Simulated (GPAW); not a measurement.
Checking a run of GPAW on Na3Tl (Fm-3m, 4 atoms in the cell). The aim is a self-consistent single point with DFT LDA (Perdew-Wang 92), plane waves, GPAW PAW datasets LDA (gpaw-data 1.0.1).

Cell that was meant: a = 5.5093 Å, b = 5.5093 Å, c = 5.5093 Å, α = 60.00°, β = 60.00°, γ = 60.00°.

Part of the input:

```python
from gpaw import GPAW, PW

atoms = Atoms(['Na', 'Na', 'Na', 'Tl'],
              cell=[[0.000000, 2.061492, 2.061492],
                    [2.061492, 0.000000, 2.061492],
                    [2.061492, 2.061492, 0.000000]],
              scaled_positions=[[0.250000, 0.250000, 0.250000],
                                [0.750000, 0.750000, 0.750000],
                                [0.500000, 0.500000, 0.500000],
[...]
            nbands=-12,
            convergence={'density': 1e-05, 'energy': 1e-05},
            symmetry={'symmorphic': False, 'tolerance': 0.0005},
            maxiter=60,
            txt='-')

atoms.calc = calc
```

Output, abridged:

```
Input parameters:
  convergence: {density: 1e-05,
                energy: 1e-05}
  kpts: {gamma: True,
         size: (8, 8, 8)}
   [... lines left out ...]
   3 Tl     0.000000    0.000000    0.000000    ( 0.0000,  0.0000,  0.0000)

Unit cell:
           periodic     x           y           z      points  spacing
  1. axis:    yes    0.000000    2.061492    2.061492    20     0.1190
  2. axis:    yes    2.061492    0.000000    2.061492    20     0.1190
  3. axis:    yes    2.061492    2.061492    0.000000    20     0.1190

  Lengths:   2.915390   2.915390   2.915390
  Angles:   60.000000  60.000000  60.000000

Effective grid spacing dv^(1/3) = 0.1299
     iter     time        total  log10-change:
                         energy   eigst   dens
iter:   1 --:--:--    82.667147
iter:   2 --:--:--    83.855439   -1.39  -1.20
iter:   3 --:--:--    84.560540   -2.79  -1.20
iter:   4 --:--:--    90.877493   -0.84  -1.21
iter:   5 --:--:--    91.041335   -2.36  -1.87
   [... 4 lines left out ...]
iter:  10 --:--:--    91.287800   -4.64  -2.62
iter:  11 --:--:--    91.291187   -3.92  -3.23
iter:  12 --:--:--    91.291672   -5.28  -3.27
iter:  13 --:--:--    91.291680   -6.39  -4.06
iter:  14 --:--:--    91.291668c  -6.48  -4.00
   [... lines left out ...]
iter:  18 --:--:--    91.291693c  -7.33  -4.17
iter:  19 --:--:--    91.291694c  -8.77c -4.25
iter:  20 --:--:--    91.291695c  -7.43c -4.26
iter:  21 --:--:--    91.291683c  -7.42c -4.37
iter:  22 --:--:--    91.291686c  -8.41c -4.42
iter:  23 --:--:--    91.291687c  -8.65c -4.46
iter:  24 --:--:--    91.291696c  -7.78c -4.51
iter:  25 --:--:--    91.291701c  -7.61c -4.64
iter:  26 --:--:--    91.291701c  -8.72c -4.68
iter:  27 --:--:--    91.291703c  -7.50c -4.70
iter:  28 --:--:--    91.291703c  -8.57c -4.93
iter:  29 --:--:--    91.291703c  -8.91c -5.00c
Converged after 29 iterations.

Dipole moment: (0.000000, 0.000000, 0.000000) |e|*Ang

Energy contributions relative to reference atoms: (reference = -562943.963151)

Kinetic:       +806.267991
Potential:     -614.171107
External:        +0.000000
XC:             -99.409631
Entropy (-ST):   -0.001669
Local:           -1.394438
SIC:             +0.000000
--------------------------
Free energy:    +91.291147
Extrapolated:   +91.291703

Showing only first 2 kpts
 Kpt  Band  Eigenvalues  Occupancy
  0    15     36.29972   -0.00000
  0    16     36.29972   -0.00000
  0    17     36.29972   -0.00000
  0    18     43.17414    0.00000

  1    15     34.18627    2.00000
  1    16     36.44538   -0.00000
  1    17     36.44538   -0.00000
  1    18     42.02671    0.00000

   [... lines left out ...]
Fermi level: 34.97116
No gap
   [... lines left out ...]

Forces in eV/Ang:
  0 Na    0.00000    0.00000    0.00000
  1 Na   -0.00000   -0.00000   -0.00000
  2 Na    0.00000    0.00000    0.00000
  3 Tl   -0.00000    0.00000   -0.00000

Stress tensor:
   -11.607636    -0.000000    -0.000000
    -0.000000   -11.607636     0.000000
    -0.000000     0.000000   -11.607636
Stress (GPa, Voigt): [-1859.7483 -1859.7483 -1859.7483     0.        -0.        -0.    ]
```

Question: Is this run sound? If not, what is wrong?

Answer: The run is not sound. The fault is this: cell numbers converted the wrong way (times 0.529). Bohr and ångström differ by a factor of 1.89; the cell that the program reads is then far too large or far too small. To fix it, give the lengths in the unit that the key or card expects. The run converged in 29 iterations without an error; against the sound input the free energy rises by 24.8 eV/atom and the pressure goes from -1.30 to 1860 GPa.

An input that runs soundly differs in these lines (not the only fix; some lines may just follow from the change or write a value another way):
```diff
-              cell=[[0.000000, 2.061492, 2.061492],
-                    [2.061492, 0.000000, 2.061492],
-                    [2.061492, 2.061492, 0.000000]],
+              cell=[[0.000000, 3.895655, 3.895655],
+                    [3.895655, 0.000000, 3.895655],
+                    [3.895655, 3.895655, 0.000000]],
-            maxiter=60,
+            maxiter=100,
```

With that input, the run converged in 21 iterations: free energy E − TS (from the program's reference atoms) -8.0049 eV; Fermi level (on the code's own zero) 1.99 eV; pressure -1.30 GPa (DFT LDA (Perdew-Wang 92), plane waves, GPAW PAW datasets LDA (gpaw-data 1.0.1)).

On the sound input: the starting cell comes from a database of computed structures (which also holds hypothetical and non-ambient phases and stackings), without a prior relaxation at this level.
